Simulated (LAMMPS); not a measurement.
MD of Al (fcc) at zero pressure over temperature, 2048 atoms; each row names its start.

Computed with classical MD, pair style adp, file AlCu.adp, run in LAMMPS.

```json
[
 {"T (K), start": "100, crystal", "state": "crystal; no diffusion seen in 30 ps", "volume": "16.6588 ± 0.0001 Å³/atom", "enthalpy": "-3.3342 ± 0.0001 eV/atom", "first peak of g(r)": "2.86 Å, height 11.9", "coordination number": "12.0 (counted to 3.46 Å)", "D(Al)": "-"},
 {"T (K), start": "300, crystal", "state": "crystal; no diffusion seen in 30 ps", "volume": "16.7940 ± 0.0003 Å³/atom", "enthalpy": "-3.2823 ± 0.0001 eV/atom", "first peak of g(r)": "2.86 Å, height 7.0", "coordination number": "12.0 (counted to 3.46 Å)", "D(Al)": "-"},
 {"T (K), start": "560, crystal", "state": "crystal; no diffusion seen in 30 ps", "volume": "17.0147 ± 0.0003 Å³/atom", "enthalpy": "-3.2132 ± 0.0001 eV/atom", "first peak of g(r)": "2.86 Å, height 5.1", "coordination number": "12.0 (counted to 3.50 Å)", "D(Al)": "-"},
 {"T (K), start": "700, crystal", "state": "crystal; no diffusion seen in 30 ps", "volume": "17.1547 ± 0.0008 Å³/atom", "enthalpy": "-3.1743 ± 0.0002 eV/atom", "first peak of g(r)": "2.86 Å, height 4.5", "coordination number": "12.0 (counted to 3.54 Å)", "D(Al)": "-"},
 {"T (K), start": "840, crystal", "state": "crystal; no diffusion seen in 30 ps", "volume": "17.3116 ± 0.0006 Å³/atom", "enthalpy": "-3.1345 ± 0.0002 eV/atom", "first peak of g(r)": "2.85 Å, height 4.0", "coordination number": "12.0 (counted to 3.54 Å)", "D(Al)": "-"},
 {"T (K), start": "1120, crystal", "state": "crystal; no diffusion seen in 30 ps", "volume": "17.692 ± 0.001 Å³/atom", "enthalpy": "-3.0485 ± 0.0004 eV/atom", "first peak of g(r)": "2.84 Å, height 3.4", "coordination number": "12.2 (counted to 3.62 Å)", "D(Al)": "-"},
 {"T (K), start": "510, melt", "state": "slow or partial motion within 60 ps, no clear phase", "volume": "17.667 ± 0.004 Å³/atom", "enthalpy": "-3.1554 ± 0.0007 eV/atom", "first peak of g(r)": "2.81 Å, height 3.8", "coordination number": "12.8 (counted to 3.78 Å)", "D(Al)": "-"},
 {"T (K), start": "750, melt", "state": "liquid", "volume": "18.051 ± 0.002 Å³/atom", "enthalpy": "-3.0735 ± 0.0002 eV/atom", "first peak of g(r)": "2.81 Å, height 3.3", "coordination number": "12.6 (counted to 3.78 Å)", "D(Al)": "(9.4 ± 0.2) × 10^-6 cm²/s"},
 {"T (K), start": "840, melt", "state": "liquid", "volume": "18.207 ± 0.002 Å³/atom", "enthalpy": "-3.0425 ± 0.0003 eV/atom", "first peak of g(r)": "2.80 Å, height 3.2", "coordination number": "12.5 (counted to 3.78 Å)", "D(Al)": "(1.63 ± 0.02) × 10^-5 cm²/s"},
 {"T (K), start": "930, melt", "state": "liquid", "volume": "18.371 ± 0.003 Å³/atom", "enthalpy": "-3.0113 ± 0.0005 eV/atom", "first peak of g(r)": "2.80 Å, height 3.1", "coordination number": "12.3 (counted to 3.78 Å)", "D(Al)": "(2.53 ± 0.06) × 10^-5 cm²/s"},
 {"T (K), start": "1030, melt", "state": "liquid", "volume": "18.556 ± 0.002 Å³/atom", "enthalpy": "-2.9770 ± 0.0002 eV/atom", "first peak of g(r)": "2.79 Å, height 3.0", "coordination number": "12.2 (counted to 3.78 Å)", "D(Al)": "(3.49 ± 0.03) × 10^-5 cm²/s"},
 {"T (K), start": "1170, melt", "state": "liquid", "volume": "18.822 ± 0.003 Å³/atom", "enthalpy": "-2.9290 ± 0.0004 eV/atom", "first peak of g(r)": "2.78 Å, height 2.8", "coordination number": "12.3 (counted to 3.82 Å)", "D(Al)": "(5.4 ± 0.1) × 10^-5 cm²/s"},
 {"T (K), start": "1310, melt", "state": "liquid", "volume": "19.072 ± 0.004 Å³/atom", "enthalpy": "-2.8840 ± 0.0005 eV/atom", "first peak of g(r)": "2.79 Å, height 2.7", "coordination number": "12.1 (counted to 3.82 Å)", "D(Al)": "(7.3 ± 0.1) × 10^-5 cm²/s"}
]
```

Measured linear expansion coefficient: 23.10 1e-6/K at 293 K (Kaye and Laby Online (NPL), 2.3.5 Thermal expansion).

Measured melting point: 933.5 K (Wikipedia, Melting points of the elements (data page)).

Caution (row 1120, crystal): this crystal lies over the melting point of about 1050 K that EAM-type AlCu.adp gives, so it is superheated.

Caution (rows 750, melt; 840, melt; 930, melt): this liquid lies under the melting point of about 1050 K that EAM-type AlCu.adp gives, so it is undercooled.

From the crystal rows between 100 and 300 K, estimate the mean linear expansion coefficient and the heat capacity. The slope of ln V over three gives 13 × 10^-6 /K, and dH/dT = 3.0 kB/atom. Nuclei are classical here, so the heat capacity stays near 3 kB/atom, where a real crystal's falls off below its Debye temperature.

Fit an Arrhenius law to the diffusion of Al in the liquid. ln D against 1/T from 750 to 1310 K gives an activation energy of 0.31 eV and D0 = 0.0011 cm²/s.

States go by the mean squared displacement: a species diffuses where it passes 1.5 Å², still rises and gives D over 1e-6 cm²/s; a crystal has left its structure where atoms lie 0.35 Å off their sites on average or a cubic box changes its shape by 3 %, or the axial ratios of another lie 8 % off the starting cell's, which the potential's own relaxation can also do.

Errors of D are the spread over four groups of atoms in one short run; a floor of about 5 %, a picked value, is safer.

Uncertainties are statistical and leave out the potential's own error.
